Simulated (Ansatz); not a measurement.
## Pressure series in AlN

Consider AlN in the wurtzite structure (space group P6_3mc, No. 186; a = 3.089 Å, c = 4.943 Å).

Cell and atoms are relaxed at each pressure.

Calculations: Ansatz (a first-principles code) LDA, no spin-orbit coupling.

| change | electron mass | band gap | lattice parameter a |
|---|---|---|---|
| base | 0.32 mₑ (at Γ) | 4.42 eV | 308.9 pm |
| pressure −2 GPa | 0.31 mₑ (at Γ) | 4.33 eV | 309.8 pm |
| pressure −1 GPa | 0.31 mₑ (at Γ) | 4.38 eV | 309.3 pm |
| pressure 0.9 GPa | 0.32 mₑ (at Γ) | 4.45 eV | 308.5 pm |
| pressure 2.1 GPa | 0.32 mₑ (at Γ) | 4.50 eV | 307.9 pm |
| pressure 4.5 GPa | 0.33 mₑ (at Γ) | 4.59 eV | 306.9 pm |
| pressure 9 GPa | 0.33 mₑ (at Γ) | 4.75 eV | 305.1 pm |
| pressure 15 GPa | 0.38 mₑ along c, 0.61 mₑ across (at K) | 4.94 eV | 303.0 pm |
| pressure 22.5 GPa | 0.38 mₑ along c, 0.61 mₑ across (at K) | 4.93 eV | 300.6 pm |
| pressure 30 GPa | 0.37 mₑ along c, 0.59 mₑ across (at K) | 4.93 eV | 298.5 pm |

Load acts through the strain it causes; cell and atoms are relaxed under it. Masses are band curvatures over ±0.01 Å⁻¹ around the edge. No phonon test of stability was made. Measured, AlN leaves this structure (for rock salt) near 14 GPa (temperature not stated; as listed in Datta, Sujoy, Jana, Debnarayan, arXiv (2020)), on rising pressure, with hysteresis.
